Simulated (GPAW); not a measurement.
# Pressure against volume in zinc-blende InP (space group 216) (GPAW, PBE)

```
InP
1.0
    0.00000     2.88281     2.88281
    2.88281     0.00000     2.88281
    2.88281     2.88281     0.00000
In P
1 1
Direct
  0.00000   0.00000   0.00000
  0.75000   0.75000   0.75000
```

Level of theory: PBE, GPAW PAW datasets PBE (gpaw-data 1.0.1) (plane waves; GPAW). Settings: mode = pw; ecut = 585 eV; xc = PBE; kpts = 10 10 10; mesh shift (steps) = 0 0 0; occupations.name = fermi-dirac; occupations.width = 0.01 eV; nbands = -6; convergence.bands = -4; symmetry.symmorphic = false; symmetry.tolerance = 0.0005; maxiter = 100. The cell above is the first row's. The rows scale it uniformly. In all rows fractional positions and the k mesh are held.

```csv
V (Å^3/atom),P (GPa)
23.958,7.11
24.479,5.22
25.000,3.54
25.520,2.03
26.041,0.68
26.562,-0.52
27.083,-1.60
27.604,-2.56
28.125,?
```

The 8 complete rows are fitted with a cubic, P against V. With u = V - 25.8, the rows have u = -1.8420, -1.3210, -0.8000, -0.2800, 0.2410, 0.7620, 1.2830, 1.8040. Least squares gives P = 1.286 - 2.5756·u + 0.2813·u² - 0.01979·u³. Residuals (row less fit): 0.002, -0.005, 0.003, 0.000, -0.001, 0.002, -0.003, 0.001; standard error 0.004 (degrees of freedom: 4). The fitted pressure is zero at V0 = 26.33, where dP/dV = -2.295, so B0 = -V0·dP/dV = 60.4 GPa.

### Question
Estimate the missing P (V = 28.125); what did the run itself give?

### Answer
u = 2.3250, so P = 1.286 - 2.5756 × 2.3250 + 0.2813 × 2.3250² - 0.01979 × 2.3250³ = -3.430 GPa. The calculation gives -3.41 GPa, 0.020 GPa above the prediction (0.2 % of the range of P in the table). The row lies outside the fitted rows, so this is an extrapolation. From the scatter of the fitted rows alone, a prediction at this place has a standard error of 0.010 GPa, so the miss is 2.1 times that.

Carrying the step between the two nearest rows on in a straight line would have given -3.52, off by 0.11; series whose last step already gives the withheld value aren't shown. The scan was laid around a cell of about the measured size, scaled by a guess for this functional. The runs keep the symmetry of the cell, so they don't test it for distortions. Cutoffs and mesh are single choices, not tested for convergence of this quantity. Series with a scatter that would blur these digits, or in which a gap closes, are not shown.
